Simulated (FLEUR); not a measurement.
A self-consistent single point of La₃Hg (I4/mmm, 4 atoms in the cell) with FLEUR.

Computed with PBEsol, all-electron FLAPW (FLEUR), scalar-relativistic valence run with FLEUR.

```
La3Hg
1.0
   -2.47086     2.47086     5.22091
    2.47086    -2.47086     5.22091
    2.47086     2.47086    -5.22091
La Hg
3 1
Cartesian
  0.00000   2.47086   2.61045
  2.47086   0.00000   2.61045
  0.00000   0.00000   5.22091
  0.00000   0.00000   0.00000
```

Reference input (self-consistent single point, DFT, LDA (Vosko-Wilk-Nusair), all-electron FLAPW (FLEUR), scalar-relativistic valence): Kmax = 3.8 1/bohr; GmaxXC = 13.3 1/bohr; xcFunctional = vwn; jspins = 1; l_soc = F; mode = hist; fermiSmearingEnergy = 0.00367493 Htr; mesh (inpgen div1-3) = 7 7 7; inpgen gamma flag = false; Gmax = 13.3 1/bohr; numbands = 0; maxIterBroyd = 25. This run's input differs from it in these lines:

```diff
@@ -16,3 +16,3 @@
 &comp jspins=1 /
-&exco xctyp='vwn' /
+&exco xctyp='PBEs' /
 &kpt div1=7 div2=7 div3=7 /
@@ -29,3 +29,3 @@
       <coreElectrons ctail="T" frcor="F" kcrel="0" coretail_lmax="0"/>
-      <xcFunctional name="vwn" relativisticCorrections="F"/>
+      <xcFunctional name="PBEs" relativisticCorrections="F"/>
       <magnetism jspins="1"/>
```

Log, with long lists cut:

```
 Iteration:     1   Distance:       8.97372305 me/bohr^3
 Iteration:     2   Distance:       7.90264642 me/bohr^3
 Iteration:     3   Distance:       4.19915900 me/bohr^3
 Iteration:     4   Distance:       2.81973961 me/bohr^3
 Iteration:     5   Distance:       1.23727515 me/bohr^3
   [... 10 lines left out ...]
 Iteration:    16   Distance:       0.00003295 me/bohr^3
 Iteration:    17   Distance:       0.00002923 me/bohr^3
 Iteration:    18   Distance:       0.00001011 me/bohr^3
 Iteration:    19   Distance:       0.00000215 me/bohr^3
 Run finished successfully
 Stop message:
   Structural relaxation: Done

[file out, last iteration]
             iter=     20
[...]
          total density-effective poten   -7.7761027420E+04
          total charge density-energy d   -9.7084511623E+02
 Updated energy parameters for spin:           1
[...]
 fermi energy and band-weighting factors:

[...]
FERMIE:
          first approx. to ef    (T=0)  :   0.384262 htr   (energy of the highest occ. eigenvalue)
          number of occ. states  (T=0)  :       1026
          first approx. to seigv (T=0)  : -15.455361 htr
          sum of weights of occ. states :  25.521866
          sum of semicore charge        :   0.000000 e
FERHIS:  Fermi-Energy by histogram:
          bandgap                     :   0.000658 htr
   [... lines left out ...]
          charge neutrality (T=0)     :   0.043732    (zero if the highest occ. eigenvalue is "entirely" occupied)
     EF_NEWTON:  Adjust Fermi-Energy by Newton-Method.
 Direct bandgap for spin            1 :    3.0502730804343736E-003  Htr
 ---->    free energy=                    -45139.6571153790 htr
   [... lines left out ...]
 TOTAL FORCE FOR ATOM TYPE=  1  X=  4.669   Y=  0.000   Z= -4.933
                       FX_TOT= 0.000000 FY_TOT= 0.000000 FZ_TOT= 0.000000
 TOTAL FORCE FOR ATOM TYPE=  2  X=  0.000   Y=  0.000   Z=  9.866
                       FX_TOT= 0.000000 FY_TOT= 0.000000 FZ_TOT= 0.000000
 TOTAL FORCE FOR ATOM TYPE=  3  X=  0.000   Y=  0.000   Z=  0.000
                       FX_TOT= 0.000000 FY_TOT= 0.000000 FZ_TOT= 0.000000
 Structural relaxation: Done
```

The run converged in 19 iterations. FLEUR gives forces in its relaxation mode, with a further iteration, so its stop message speaks of a relaxation. 

The starting cell comes from a database of computed structures (which also holds hypothetical and non-ambient phases and stackings), without a prior relaxation at this level. Its lattice was rescaled by a random factor within 2.5 % of one. Spin-orbit coupling is off. Values depend on the basis (sphere radii, cutoffs, local orbitals), which need not be converged. The log's line on a gap gives a spacing of levels on this mesh, which the program prints for metals too.

These are the values that this program gave, and no reference: the default basis lacks the next d shell.

Cost on one core of a shared machine: roughly 4 min.
